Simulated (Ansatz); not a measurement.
# Effective masses and thermopower of Rb2GeF6 (P-3m1)

Given:

```xyz
9
Lattice="5.8321 0.0000 0.0000 -2.9160 5.0507 0.0000 0.0000 0.0000 4.8275" Properties=species:S:1:pos:R:3 pbc="T T T"
Rb     0.0000     3.3672     3.3988
Rb     2.9160     1.6836     1.4287
Ge     0.0000     0.0000     0.0000
F      4.5289     0.7524     3.8045
F     -1.6129     4.2984     1.0230
F      2.9160     3.5460     3.8045
F      0.0000     1.5048     1.0230
F      1.3032     0.7524     3.8045
F      1.6129     4.2984     1.0230
```

Calculation: r2SCAN, rigid bands (plane waves, PAW, scalar-relativistic; Ansatz, an electronic-structure program). Condition of this run: functional r2SCAN on the same cell. Geometry: cell and atoms relaxed with PBEsol.

```json
{
 "band_gap": "7.08 eV",
 "electron conductivity mass (300 K, dilute)": "0.63 (x), 0.63 (y), 0.68 (z) mₑ",
 "effective density of states N_c (300 K)": "1.3e19 cm⁻³",
 "density_of_states_mass_electrons": "0.64 mₑ",
 "Seebeck coefficient, n-type 1e19 cm⁻³, 300 K": "-241 μV/K",
 "best n-type power factor at 300 K for τ = 10 fs (best axis; densities from 1e16 to 1e21 cm⁻³ tried, whether or not they can be reached)": "3.3 μW/(cm·K²) at 3e19 cm⁻³"
}
```

Rigid bands; masses and Seebeck coefficients take one relaxation time τ for all states and one kind of carrier; polarons and phonon drag are left out. Spin-orbit coupling is left out. Geometry: cell and atoms relaxed with PBEsol.

Formula and space group known from diffraction (Crystallography Open Database), not checked to be the room-temperature form: Rb2GeF6 (P-3m1).
